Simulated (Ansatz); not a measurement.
The starting structures come from a database of crystals and need not be the phases stable at ambient conditions.

Crystal: ZrO₂ (I4_1/amd, anatase, not sure to be the ambient phase, 6 atoms a cell, 14.4 Å³ an atom); planes in its conventional cell.

The numbers are results of r2SCAN (plane waves, PAW; Ansatz, an electronic-structure program), not measurements.

The gap is the functional's own, uncorrected, and κ follows it; spin-orbit coupling is left out. Mid-gap values are interpolated between the computed energies.

```
plane  area of the cell (Å²)  mid-gap κ (1/Å)  largest κ in the gap (1/Å)
-----  ---------------------  ---------------  --------------------------
(110)                   30.4             0.38                        0.38
(100)                   42.9                ?                           ?
(001)                   16.1                ?                           ?
```

Task: The slowest decay depends on the direction. Supply the withheld values.

Result: 
- (100), mid-gap κ (1/Å): 0.39
- (100), largest κ in the gap (1/Å): 0.39
- (001), mid-gap κ (1/Å): 0.47
- (001), largest κ in the gap (1/Å): 0.47
